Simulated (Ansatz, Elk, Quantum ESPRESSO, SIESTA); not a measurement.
## Code comparison for ZrTi2 (P1, 3 atoms in the cell)

Self-consistent single point, at a second geometry (atoms moved at random). First geometry:

```yaml
crystal:
  lattice:
    - [4.72441, 0.00000, 0.00000]
    - [-2.36220, 4.09146, 0.00000]
    - [0.00000, 0.00000, 3.00345]
  atoms:
    - { symbol: Zr, position: [0.00000, 0.00000, 0.00000] }
    - { symbol: Ti, position: [0.66667, 0.33333, 0.50000] }
    - { symbol: Ti, position: [0.33333, 0.66667, 0.50000] }
```

Second geometry:
```yaml
crystal:
  lattice:
    - [4.72441, 0.00000, 0.00000]
    - [-2.36220, 4.09146, 0.00000]
    - [0.00000, 0.00000, 3.00345]
  atoms:
    - { symbol: Zr, position: [0.99473, 0.99229, 0.99178] }
    - { symbol: Ti, position: [0.65902, 0.32869, 0.49617] }
    - { symbol: Ti, position: [0.34625, 0.67902, 0.51205] }
```

Shared settings, as Ansatz (a program for electronic structure) writes them: kpoints.mp_grid.grid = 8 8 11; scf.occupations.method = fermi_dirac; scf.occupations.width = 0.1 eV. Potentials and cutoffs stand in the table.

```csv
code,model,ΔF from the first geometry (meV/atom),pressure (GPa),largest force (eV/Å),cutoff
SIESTA,"LDA PW92, numerical atomic orbitals TZP, PseudoDojo LDA standard norm-conserving potentials (rewritten from UPF to PSML)",4.9,-9.30,0.253,grid 350 Ry
Quantum ESPRESSO,"LDA (PZ), GBRV 1.5 ultrasoft (LDA) pseudopotentials",4.8,-7.25,0.260,50 Ry
Elk,"LDA (PW92), all-electron FP-LAPW, Elk's shipped species files, default APW+lo basis",5.3,–,–,default
Ansatz,"LDA (PW92), PAW files made with PBE",4.8,-7.29,0.259,420 eV
```

Size of the force on each atom (eV/Å): Sizes of forces hide their directions.

```
code                Zr1    Ti2    Ti3
----------------  -----  -----  -----
SIESTA            0.229  0.105  0.253
Quantum ESPRESSO  0.244  0.096  0.260
Ansatz            0.243  0.095  0.259
```

A dash marks a value that a program does not give, or that is left out as unsure.

On Ansatz's run: spin polarisation is off.

The spread over the programs that give each value: ΔF from the first geometry within 0.5 meV/atom; pressure within 2.05 GPa; largest force within 0.007 eV/Å.

SIESTA uses small atom-centred bases, whose incompleteness enters pressures, forces and empty levels differently from a plane-wave cutoff. Elk treats all electrons, but the usual bases taken here (sphere radii, linearisation, local orbitals, empty states) were not tested for convergence, so the values are no reference for the others. Ansatz's pressure is given at a fixed set of plane waves, as the other plane-wave codes print theirs. The same LDA comes in different parametrisations, which differ slightly. In the pressure, SIESTA (by 2.03) lies more than 1 GPa from the median of the plane-wave programs.

The starting cell comes from a database of computed structures (which also holds hypothetical and non-ambient phases and stackings), without a prior relaxation at this level. For this run, on top of that: atoms moved at random.

Keys are those of Ansatz 0.2.
